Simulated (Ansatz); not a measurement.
Be3N2 (Ia-3, No. 206) was calculated with PBEsol-D3(BJ) (Ansatz, a program for electronic structure, PAW).

Run with plane-wave cutoff 520 eV, 6×6×6 k mesh, Fermi–Dirac smearing 0.01 eV, scalar-relativistic PAW data made under PBE.

Cell (relaxed at this level):

```xyz
40
Lattice="-4.0239 4.0239 4.0239 4.0239 -4.0239 4.0239 4.0239 4.0239 -4.0239" Properties=species:S:1:pos:R:3 pbc="T T T"
Be     3.1084     1.1733     3.0587
Be     4.9395     2.8507     3.0587
Be    -0.9155     2.8507     4.9892
Be     0.9155     1.1733     4.9892
Be     3.0587     3.1084     1.1733
Be     4.9892     0.9155     1.1733
Be     3.0587     4.9395     2.8507
Be     4.9892    -0.9155     2.8507
Be     1.1733     3.0587     3.1084
Be     1.1733     4.9892     0.9155
Be     2.8507     3.0587     4.9395
Be     2.8507     4.9892    -0.9155
Be     0.9155     2.8507     0.9652
Be    -0.9155     1.1733     0.9652
Be     4.9395     1.1733    -0.9652
Be     3.1084     2.8507    -0.9652
Be     0.9652     0.9155     2.8507
Be    -0.9652     3.1084     2.8507
Be     0.9652    -0.9155     1.1733
Be    -0.9652     4.9395     1.1733
Be     2.8507     0.9652     0.9155
Be     2.8507    -0.9652     3.1084
Be     1.1733     0.9652    -0.9155
Be     1.1733    -0.9652     4.9395
N      3.8547     4.0239    -2.0120
N      0.1692     4.0239     2.0120
N     -2.0120     3.8547     4.0239
N      2.0120     0.1692     4.0239
N      4.0239    -2.0120     3.8547
N      4.0239     2.0120     0.1692
N      0.1692     0.0000     6.0359
N      3.8547     0.0000     2.0120
N      6.0359     0.1692     0.0000
N      2.0120     3.8547     0.0000
N      0.0000     6.0359     0.1692
N      0.0000     2.0120     3.8547
N      2.0120     2.0120     2.0120
N     -2.0120     2.0120     2.0120
N      2.0120    -2.0120     2.0120
N      2.0120     2.0120    -2.0120
```

Question: Estimate the bulk modulus, band gap and pressure derivative B′ of the bulk modulus that the calculation returns.

Answer: 
bulk modulus: 230 GPa
band gap: 3.24 eV (direct)
pressure derivative B′ of the bulk modulus: 3.6

The result took very roughly 9 core-minutes.
